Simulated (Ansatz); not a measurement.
Br on the 1x1 (110) surface of bcc W, one in a 2x2 cell, started at the site 'hollow W-W-W'

All values below come from PBE (plane waves to 420 eV, PAW; Ansatz, a program for electronic structure).

Slab: 17 atoms, 6.6 Å thick at the start under the adsorbate (thin: gaps and levels are the slab's own); k 6x6x1, smearing 0.1 eV, dipole-corrected; 8 atoms held, the rest relaxed; symmetry of the start imposed; no spin, no spin-orbit, no U, no dispersion correction. At the end it is bonded to 3 W. In PBE it is, or lies within 0.03 eV of, the lowest of the starts that converged.

- adsorption energy against ½ Br2(g) = -2.43 eV
- work function of the top face = 4.25 eV
- change of the work function = -0.57 eV
- change of the step from the bottom to the top vacuum level, against the clean slab = -0.56 eV
- energy released by relaxation = 0.21 eV
- height of the binding atom over the mean of the host atoms within 0.3 Å of the top one = 2.131 Å
- nearest host atoms of the binding atom = W at 2.64 Å, W at 2.76 Å, W at 2.76 Å
- largest move of a host atom = 0.08 Å
- cost = about 6 core-minutes (a rough figure)

A negative adsorption energy means that the adsorbate is more stable on the surface than in its reference.
